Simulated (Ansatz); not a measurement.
The starting structures come from a database of crystals and need not be the phases stable at ambient conditions.

 Where the default PAW files enter, the runs use the earlier of Ansatz's two default sets.

The decay constant κ of evanescent states in the gap governs leakage through a thin film.

Consider the following.

```xyz
28
Lattice="3.8095 0.0000 0.0000 -1.9048 3.2992 0.0000 0.0000 0.0000 42.3185" Properties=species:S:1:pos:R:3 pbc="T T T"
Zn     0.0000     0.0000     6.0473
Zn     1.9048     1.0997     3.0258
Zn     0.0000     0.0000    24.1808
Zn     0.0000     0.0000    33.2497
Zn     0.0000     2.1994    30.2281
Zn     0.0000     2.1994    12.0904
Zn     1.9048     1.0997     9.0731
Zn     1.9048     1.0997    27.2108
Zn     0.0000     2.1994    18.1377
Zn     0.0000     0.0000    39.2970
Zn     1.9048     1.0997    21.1550
Zn     0.0000     0.0000    15.1162
Zn     0.0000     2.1994     0.0042
Zn     0.0000     2.1994    36.2754
S      0.0000     2.1994    32.4922
S      0.0000     0.0000    41.5652
S      0.0000     0.0000     8.3156
S      1.9048     1.0997    29.4706
S      0.0000     2.1994    38.5395
S      0.0000     2.1994    20.4018
S      0.0000     0.0000    17.3844
S      0.0000     2.1994    14.3544
S      1.9048     1.0997    23.4191
S      0.0000     0.0000    35.5179
S      0.0000     2.1994     2.2683
S      1.9048     1.0997    11.3329
S      0.0000     0.0000    26.4491
S      1.9048     1.0997     5.2898
```

Space group of this cell: P3m1. The cell is strained (lengths along the current scaled by 0.97, ions clamped); by r2SCAN its mean pressure is 2.7 GPa.

Transport runs along the normal of the first two printed cell vectors, the (001) (indices of the unstrained crystal) plane of the conventional cell.

No gap correction and no spin-orbit coupling; mid-gap values are interpolated between computed energies.

### Question
Estimate the band gap and the smallest decay constant κ at mid-gap that r2SCAN in Ansatz (a quantum-chemistry and plane-wave program) returns for this system.

### Answer
Gap 2.84 eV on a 12×12×1 mesh; κ = 0.184 1/Å, at the zone centre.
